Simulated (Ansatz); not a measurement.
We consider rutile MgH2, described by G0W0@PBE in Ansatz (hard PAW, contour deformation).

The same calculation (at the measured cell, 10.163 Å³/atom) with different numerical settings; throughout: k mesh 2×2×2:

```tsv
run	response cutoff (eV)	empty bands	quasiparticle gap on the mesh (eV)	quasiparticle gap at Γ (eV)
1	100	254	5.751	6.671
2	150	467	5.839	6.756
3	200	720	5.889	6.796
4	250	1006	5.918	6.816
5	300	1322	5.935	6.827
6	400	2035	___	___
```

Question: Fill in the missing entries.

Answer: 
- 6, quasiparticle gap on the mesh (eV): 5.955
- 6, quasiparticle gap at Γ (eV): 6.839

In the column quasiparticle gap on the mesh (eV) the first row differs from the last by -0.204 and the next to last by -0.020.

The last row is no converged limit: other settings stay fixed.

Ansatz is a program for electronic structure.
